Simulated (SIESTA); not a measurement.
Input and output of a self-consistent single point for NaCl (Fm-3m, 2 atoms in the cell) (SIESTA).

Level of theory: GGA PBE, numerical atomic orbitals DZP, PseudoDojo PBE standard norm-conserving potentials (rewritten from UPF to PSML) (SIESTA 5.4.2).

The change in words: lattice scaled by 0.98. Reference geometry:
```
NaCl
1.0
    0.00000     2.75076     2.75076
    2.75076     0.00000     2.75076
    2.75076     2.75076     0.00000
Na Cl
1 1
Direct
  0.00000   0.00000   0.00000
  0.50000   0.50000   0.50000
```

Reference input (self-consistent single point, DFT, GGA PBE, numerical atomic orbitals DZP, PseudoDojo PBE standard norm-conserving potentials (rewritten from UPF to PSML)): XC.functional = GGA; XC.authors = PBE; potentials = PseudoDojo PBE standard; PAO.BasisSize = DZP; PAO.EnergyShift = 0.01 Ry; MeshCutoff = 350 Ry; kgrid.MonkhorstPack = 8 8 8; OccupationFunction = FD; ElectronicTemperature = 20 meV; MaxSCFIterations = 150; SCF.Mixer.Method = Pulay; SCF.Mixer.Weight = 0.1. This run's input differs from it in these lines:

```diff
@@ -12,5 +12,5 @@
 %block LatticeVectors
-     0.000000000    2.750757000    2.750757000
-     2.750757000    0.000000000    2.750757000
-     2.750757000    2.750757000    0.000000000
+     0.000000000    2.695742000    2.695742000
+     2.695742000    0.000000000    2.695742000
+     2.695742000    2.695742000    0.000000000
 %endblock LatticeVectors
@@ -19,3 +19,3 @@
      0.000000000    0.000000000    0.000000000  1
-     2.750757000    2.750757000    2.750757000  2
+     2.695742000    2.695742000    2.695742000  2
 %endblock AtomicCoordinatesAndAtomicSpecies
```

Log, with long lists cut:

```
        iscf     Eharris(eV)        E_KS(eV)     FreeEng(eV)     dDmax    Ef(eV) dHmax(eV)
   scf:    1    -1694.057264    -1692.698004    -1692.698004  0.605058 -4.676101  2.752048
   scf:    2    -1692.723335    -1692.710857    -1692.710857  0.007467 -4.875409  2.398174
   scf:    3    -1692.762862    -1692.742674    -1692.742674  0.042422 -6.070707  0.308288
   scf:    4    -1692.745336    -1692.744355    -1692.744355  0.010236 -6.355392  0.133112
   scf:    5    -1692.744269    -1692.744312    -1692.744312  0.000677 -6.375414  0.165645
   scf:    6    -1692.744542    -1692.744437    -1692.744437  0.002983 -6.275108  0.004579
mix: Pulay -- inversion failed, > SVD [rank/size] 3 / 5
   scf:    7    -1692.744437    -1692.744437    -1692.744437  0.000122 -6.272126  0.000094
   scf:    8    -1692.744437    -1692.744437    -1692.744437  0.000025 -6.272063  0.000093
SCF Convergence by DM+H criterion
max |DM_out - DM_in|         :     0.0000250456
max |H_out - H_in|      (eV) :     0.0000931288
SCF cycle converged after 8 iterations

Using DM_out to compute the final energy and forces

siesta: E_KS(eV) =            -1692.7444

siesta: E_KS - E_eggbox =     -1692.7444

siesta: Atomic forces (eV/Ang):
     1   -0.000000    0.000000    0.000000
     2   -0.000000    0.000000   -0.000000
   Tot   -0.000000    0.000000    0.000000
   Max    0.000000
   Res    0.000000    sqrt( Sum f_i^2 / 3N )
   Max    0.000000    constrained

Stress tensor Voigt[x,y,z,yz,xz,xy] (kbar):      -54.27      -54.27      -54.27       -0.27       -0.27       -0.27
(Free)E + p*V (eV/cell)    -1691.4174
Target enthalpy (eV/cell)    -1692.7444

siesta: Program's energy decomposition (eV):
siesta: FreeEng =     -1692.744437

   [... lines left out ...]
siesta:    -0.033870   -0.000167   -0.000167
siesta:    -0.000167   -0.033870   -0.000167
siesta:    -0.000167   -0.000167   -0.033870

siesta: Cell volume =         39.180049 Ang**3

siesta: Pressure (static):
siesta:                Solid            Molecule  Units
siesta:           0.00036890          0.00036890  Ry/Bohr**3
siesta:           0.03387039          0.03387039  eV/Ang**3
siesta:          54.26635139         54.26635139  kBar
```

The run converged in 8 iterations. Against the reference run the free energy rises by 31.0 meV/atom, the pressure goes from 2.81 to 5.43 GPa and the gap on the mesh goes from 5.486 to 5.792 eV.

The starting cell comes from a database of computed structures (which also holds hypothetical and non-ambient phases and stackings), without a prior relaxation at this level. Its lattice was rescaled by a random factor within 2.5 % of one. For this run, on top of that: lattice scaled by 0.98. Values carry the incompleteness of an atom-centred basis. With a pressure of about 5 GPa the cell is away from its equilibrium volume at this level.
